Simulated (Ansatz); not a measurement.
## What uniaxial strain ε_xx = +2.20 % does to Ni2Si

Consider Ni$_{2}$Si (space group Pnma, No. 62; a = 4.9168 Å, b = 3.6982 Å, c = 7.0080 Å; non-magnetic). Axes: x, y, z lie along a, b, c of the conventional cell.

It is then changed as follows: uniaxial strain ε_xx = +2.20 %, all other strain components held at zero, atoms relaxed at fixed cell.

Calculations: Ansatz (an electronic-structure program) PBEsol, scalar-relativistic without spin-orbit coupling, earlier PAW set. Settings: 8×10×6 k-points, 0.05 eV Fermi–Dirac smearing.

- Volume per atom: 10.85 Å³ (base 10.62 Å³)
- Space group: Pnma (No. 62) (base Pnma (No. 62))
- Energy relative to the base (free energy F): +3.9 meV/atom
- Pressure (mean of the normal stresses, compression positive): -4.0 GPa (base 0.0 GPa)
- Band gap: zero (base zero)
- Largest internal atomic displacement: 0.029 Å
- Stress (xx, yy, zz, yz, xz, xy; compression positive): (-5.2, -3.4, -3.3, 0.0, 0.0, 0.0) GPa (rough)

Without a gap, meshes like the base's 8×10×6 leave anisotropic stresses uncertain by several tenths of a GPa, and small strain energies with them. Stability against distortions was not tested. Starting moments died away, wholly or in part, for the base; another magnetic solution may exist. All final runs are without spin polarisation.
